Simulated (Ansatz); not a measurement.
Electronic density of states of amorphous Si24O51Y2, density 2.38 g/cm³, on a 2×2×2 Γ-centred mesh with a Gaussian width of 0.1 eV; energies count from the Fermi level, whose place inside the gap is arbitrary. Cell and mesh are small, so fine structure isn't converged. Computed with PBE, scalar-relativistic without spin-orbit coupling (plane waves to 420 eV, PAW; Ansatz, a program for electronic structure). Sampling: a 2×2×2 Γ-centred mesh; Fermi-Dirac width 0.02 eV; no spin polarisation. At PBE the levels at the filled edge of the gap are localised (band-tail or defect states), and the nearest spread-out levels lie 5.3 eV apart at the zone centre.

A CHGNet melt-quench gave the starting glass, which DFT then relaxed. O atoms were pushed apart under 1.9 Å during the dynamics, to hinder bonds among them. The hot cell started wider than the set density and was brought back towards it in steps. It is the lowest in DFT energy of 2 quenches. It is a model cell: composition and starting density were chosen by hand, and all elements were melted together. No dispersion term was used. Its density started from a set value of 2.38 and ended at 2.38 g/cm³. The simulated quench (nominally 480 K/ps over its main leg) is rapid and tends to freeze in more defects than a deposited or slowly cooled glass has. A cell of this size samples the disorder only roughly. The volume was held where the preparation left it and the shape relaxed, at a PBE pressure of 0.0 GPa.

| E - EF (eV) | states/(eV atom) |
|---|---|
| -12.00 | 0.11 |
| -11.90 | 0.08 |
| -11.80 | 0.11 |
| -11.70 | 0.15 |
| -11.60 | 0.17 |
| -11.50 | 0.17 |
| -11.40 | 0.15 |
| -11.30 | 0.15 |
| -11.20 | 0.21 |
| -11.10 | 0.22 |
| -11.00 | 0.20 |
| -10.90 | 0.19 |
| -10.80 | 0.18 |
| -10.70 | 0.14 |
| -10.60 | 0.13 |
| -10.50 | 0.15 |
| -10.40 | 0.17 |
| -10.30 | 0.18 |
| -10.20 | 0.21 |
| -10.10 | 0.20 |
| -10.00 | 0.20 |
| -9.90 | 0.20 |
| -9.80 | 0.18 |
| -9.70 | 0.19 |
| -9.60 | 0.17 |
| -9.50 | 0.18 |
| -9.40 | 0.16 |
| -9.30 | 0.17 |
| -9.20 | 0.21 |
| -9.10 | 0.21 |
| -9.00 | 0.20 |
| -8.90 | 0.23 |
| -8.80 | 0.28 |
| -8.70 | 0.33 |
| -8.60 | 0.42 |
| -8.50 | 0.54 |
| -8.40 | 0.59 |
| -8.30 | 0.52 |
| -8.20 | 0.48 |
| -8.10 | 0.53 |
| -8.00 | 0.47 |
| -7.90 | 0.46 |
| -7.80 | 0.49 |
| -7.70 | 0.36 |
| -7.60 | 0.21 |
| -7.50 | 0.16 |
| -7.40 | 0.12 |
| -7.30 | 0.05 |
| -7.20 | 0.12 |
| -7.10 | 0.11 |
| -7.00 | 0.17 |
| -6.90 | 0.42 |
| -6.80 | 0.46 |
| -6.70 | 0.35 |
| -6.60 | 0.24 |
| -6.50 | 0.23 |
| -6.40 | 0.28 |
| -6.30 | 0.40 |
| -6.20 | 0.56 |
| -6.10 | 0.65 |
| -6.00 | 0.67 |
| -5.90 | 0.64 |
| -5.80 | 0.63 |
| -5.70 | 0.69 |
| -5.60 | 0.65 |
| -5.50 | 0.62 |
| -5.40 | 0.67 |
| -5.30 | 0.70 |
| -5.20 | 0.68 |
| -5.10 | 0.77 |
| -5.00 | 0.82 |
| -4.90 | 0.78 |
| -4.80 | 0.77 |
| -4.70 | 0.84 |
| -4.60 | 0.91 |
| -4.50 | 0.84 |
| -4.40 | 0.86 |
| -4.30 | 0.88 |
| -4.20 | 0.90 |
| -4.10 | 0.87 |
| -4.00 | 0.78 |
| -3.90 | 0.70 |
| -3.80 | 0.70 |
| -3.70 | 0.72 |
| -3.60 | 0.76 |
| -3.50 | 0.73 |
| -3.40 | 0.65 |
| -3.30 | 0.73 |
| -3.20 | 0.71 |
| -3.10 | 0.50 |
| -3.00 | 0.36 |
| -2.90 | 0.33 |
| -2.80 | 0.27 |
| -2.70 | 0.20 |
| -2.60 | 0.15 |
| -2.50 | 0.08 |
| -2.40 | 0.14 |
| -2.30 | 0.09 |
| -2.20 | 0.11 |
| -2.10 | 0.11 |
| -2.00 | 0.02 |
| -1.90 | 0.00 |
| -1.80 | 0.00 |
| -1.70 | 0.00 |
| -1.60 | 0.00 |
| -1.50 | 0.00 |
| -1.40 | 0.00 |
| -1.30 | 0.00 |
| -1.20 | 0.00 |
| -1.10 | 0.00 |
| -1.00 | 0.00 |
| -0.90 | 0.00 |
| -0.80 | 0.00 |
| -0.70 | 0.00 |
| -0.60 | 0.00 |
| -0.50 | 0.00 |
| -0.40 | 0.00 |
| -0.30 | 0.00 |
| -0.20 | 0.00 |
| -0.10 | 0.00 |
| 0.00 | 0.00 |
| 0.10 | 0.00 |
| 0.20 | 0.00 |
| 0.30 | 0.00 |
| 0.40 | 0.00 |
| 0.50 | 0.00 |
| 0.60 | 0.00 |
| 0.70 | 0.00 |
| 0.80 | 0.00 |
| 0.90 | 0.00 |
| 1.00 | 0.00 |
| 1.10 | 0.00 |
| 1.20 | 0.00 |
| 1.30 | 0.00 |
| 1.40 | 0.00 |
| 1.50 | 0.00 |
| 1.60 | 0.00 |
| 1.70 | 0.00 |
| 1.80 | 0.00 |
| 1.90 | 0.00 |
| 2.00 | 0.01 |
| 2.10 | 0.02 |
| 2.20 | 0.01 |
| 2.30 | 0.00 |
| 2.40 | 0.01 |
| 2.50 | 0.04 |
| 2.60 | 0.06 |
| 2.70 | 0.06 |
| 2.80 | 0.08 |
| 2.90 | 0.07 |
| 3.00 | 0.06 |
| 3.10 | 0.05 |
| 3.20 | 0.07 |
| 3.30 | 0.09 |
| 3.40 | 0.11 |
| 3.50 | 0.14 |
| 3.60 | 0.22 |
| 3.70 | 0.32 |
| 3.80 | 0.36 |
| 3.90 | 0.37 |
| 4.00 | 0.27 |
| 4.10 | 0.20 |
| 4.20 | 0.18 |
| 4.30 | 0.25 |
| 4.40 | 0.34 |
| 4.50 | 0.32 |
| 4.60 | 0.30 |
| 4.70 | 0.28 |
| 4.80 | 0.27 |
| 4.90 | 0.29 |
| 5.00 | 0.29 |
| 5.10 | 0.29 |
| 5.20 | 0.29 |
| 5.30 | 0.32 |
| 5.40 | 0.36 |
| 5.50 | 0.38 |
| 5.60 | 0.42 |
| 5.70 | 0.44 |

The level gap on this mesh is 4.25 eV; the broadening fills part of it in the curve.
